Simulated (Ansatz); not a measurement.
Worked calculations on one periodic cell of amorphous Si$_{24}$O$_{51}$W: Si24O51W, 76 atoms, volume 1083.1 Å³, made by a melt-quench on the CHGNet potential and relaxed with DFT. O atoms were pushed apart under 1.9 Å during the dynamics, to hinder bonds among them. It is a model cell: composition and starting density were chosen by hand, and all elements were melted together. Cycles of charging were run to anneal it. Computed with PBE, scalar-relativistic without spin-orbit coupling (plane waves to 420 eV, PAW; Ansatz, an electronic-structure program). Sampling: a 2×2×2 Γ-centred mesh; Fermi-Dirac width 0.02 eV; no spin polarisation. Its volume was relaxed, its shape was free, and it stands at a mean pressure of 0.0 GPa with stress components up to 0.0 GPa; the relaxation ran on the zone centre alone. Its density went from a set 2.43 to 2.57 g/cm³. The cell is small and was quenched far faster than a real film, so it is one sample of the glass.

Count formal charges (Si +4, O -2, W +6). What does the count lead one to expect at the Fermi level, and what does the calculation give?

24 × (+4) + 51 × (-2) + 1 × (+6) = 0. The charges balance, so the anion-derived valence states can be full and a gap can open. On this mesh the highest filled and lowest empty level lie 2.33 eV apart; localised defect or tail levels set that (at the zone centre the more localised edge state sits most on one W atom with neighbours O 1.72 Å, O 1.84 Å, O 1.84 Å, O 2.04 Å, O 2.21 Å, O 2.28 Å), and the nearest spread-out levels lie 5.3 eV apart.

Four energies for a hole at PBE on the zone centre alone (charged cells in a uniform background, spin-polarised): neutral at the neutral geometry -54657.232 eV; charged at the neutral geometry -54659.345 eV; charged and relaxed -54659.713 eV; neutral at the charged geometry -54656.545 eV.

Find the two relaxation energies and their sum, the reorganisation energy.

On charging: -54659.345 − (-54659.713) = 0.368 eV. On discharging: -54656.545 − (-54657.232) = 0.687 eV. The sum is 1.055 eV. The carrier's level spreads over 4 of the 76 atoms' worth, so it counts as localised, most on one O atom with neighbours Si 1.58 Å, Si 1.78 Å (neutral geometry). The values are uncorrected: the image energy of a point charge in this cell, 2.84 × 14.40 / (2 × 10.3) = 2.0 eV before screening, is screened by electrons alone at the fixed geometry and by ions too after relaxing, and the carrier can be spread before it relaxes, so each term can be off by up to that value times 1/ε∞, some tenths of an eV. PBE's self-interaction favours spread-out carriers, so a hybrid can localise more.
